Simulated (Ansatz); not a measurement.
The parent structure is BeS in the zinc blende structure (space group F-43m, No. 216; a = 4.838 Å).

All numbers come from PBEsol (Ansatz, an electronic-structure program), spin-orbit coupling left out.

Strains are applied to the cell and any free atomic positions relax.

One change was made to it. Results:

```csv
quantity,base,after
electron mass,"0.80 mₑ along k, 0.28 mₑ across (at X)","0.78 mₑ along k, 0.27 mₑ across (at X)"
pressure,-0.01 GPa,6.60 GPa
mean gap deformation potential ΔEg/Δln V,–,+2.4 eV
smallest direct gap,5.54 eV,5.54 eV
energy relative to the base (free energy F),0 meV/atom,+16 meV/atom
```

### Question
Which of these changes matches the shifts?
A) isotropic strain +2.50 %
B) isotropic strain +1.50 %
C) isotropic strain −2.50 %
D) isotropic strain −2.00 %
E) isotropic strain −1.00 %

### Answer
D, isotropic strain −2.00 %. For comparison, the energy relative to the base in the other runs: isotropic strain +2.50 % gives +23 meV/atom; isotropic strain −2.50 % gives +26 meV/atom; isotropic strain +1.50 % gives +8.4 meV/atom; isotropic strain −1.00 % gives +4.0 meV/atom.

Effective masses come from finite differences of ±0.01 Å⁻¹. Along k means along the line from Γ to the band edge. Whether these cells are dynamically stable was not tested.
